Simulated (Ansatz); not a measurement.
LiLa2HO3 (Immm, No. 71, 7 atoms in the cell; start mp-24148) was calculated with PBEsol in Ansatz (plane waves, PAW).

Settings: plane-wave cutoff 500 eV, 16×16×16 k mesh, Fermi–Dirac smearing 0.05 eV, scalar-relativistic PAW data made under PBE.

Cell (relaxed at this level):

Space group Immm (No. 71); a = 3.5352 Å, b = 3.7393 Å, c = 12.7821 Å, α = β = γ = 90.00°

| atom | site | symmetry | x | y | z |
|---|---|---|---|---|---|
| Li | 2a | mmm | 0.0000 | 0.0000 | 0.0000 |
| La | 4i | mm2 | 0.0000 | 0.0000 | 0.3636 |
| H | 2b | mmm | 0.5000 | 0.0000 | 0.0000 |
| O | 2d | mmm | 0.0000 | 0.5000 | 0.0000 |
| O | 4i | mm2 | 0.0000 | 0.0000 | 0.1762 |
(The calculation used a cell of 7 atoms; values per cell refer to that cell.)

### Question
Estimate the band gap that the calculation returns.

### Answer

- band gap = 1.81 eV (on the SCF k mesh)

Note: the relaxation could not lower the start's symmetry, so the cell can be a saddle point above a distorted one.

Spin–orbit coupling is not included.

A start named mp-… is a Materials Project structure, which need not be a measured phase.

Ansatz is a first-principles code.
